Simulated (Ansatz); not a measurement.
Base system: an 8-atom supercell of InP in the zinc blende structure (space group F-43m, No. 216) at its relaxed geometry.

```
CELL_PARAMETERS angstrom
     -5.95980     0.00000     0.00000
      0.00000     0.00000     5.95980
      0.00000     5.95980     0.00000
ATOMIC_POSITIONS crystal
  P  0.25000 0.75000 0.75000
  P  0.75000 0.75000 0.25000
  P  0.75000 0.25000 0.75000
  P  0.25000 0.25000 0.25000
  In 0.00000 0.00000 0.00000
  In 0.50000 0.00000 0.50000
  In 0.50000 0.50000 0.00000
  In 0.00000 0.50000 0.50000
```

Method: PBE, PAW, 420 eV (Ansatz, an electronic-structure program; no SOC), earlier PAW set.

For the base:

- Pressure: 0.0 GPa

The change: one In atom is added in an open site, starting 2.43 Å from the nearest host atom, atoms relaxed at fixed cell, starting from a slightly rattled geometry.

Problem. How does this affect the largest displacement of a host atom from its site in the perfect cell?

Solution. The largest displacement of a host atom from its site in the perfect cell comes out as 0.10 Å.

Problem. What happens to the final site of the added atom?

Solution. The final site of the added atom is 4 P at 2.68 Å and 6 In at 2.98 Å.

Problem. Predict the new pressure.

Solution. The pressure goes from zero to 11.2 GPa.

The magnetic state is the one reached from the starting moments; the real material's order can differ, and small cells can't hold many antiferromagnetic ones. In so small a cell the defect repeats every few ångströms: this is an ordered compound, not a dilute defect. A case with no gap was solved on a k-mesh chosen for an insulator, which is coarse for it. Starting moments died away, wholly or in part, for In interstitial (started 2.43 Å from the nearest host atom); another magnetic solution may exist. The defect cell is spin-polarised and ends with 0.0 μB.
